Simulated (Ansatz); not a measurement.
Smallest direct gap on the k points sampled of SrWO4 (I4₁/a, No. 88; structure not from a measured cell) at several levels of theory

No measured value is used here.

```
level (code)         value (eV)
-------------------  ----------
LDA (Ansatz)                [?]
PBEsol (Ansatz)            4.44
r²SCAN (Ansatz)            4.91
r²SCAN+SOC (Ansatz)        4.86
```

Task: Fill in the missing entries.

Result: 
- LDA (Ansatz, a first-principles code), value (eV): 4.38

Computed values are for a static lattice. Levels without +SOC have no spin–orbit coupling; where heavier elements are present it shifts gaps, mostly down, and can invert bands.  Values are at the PBEsol cell. Cutoffs differ between the levels. Ansatz's density-functional and Hartree–Fock values are scalar-relativistic unless marked +SOC, with PAW data made under PBE.
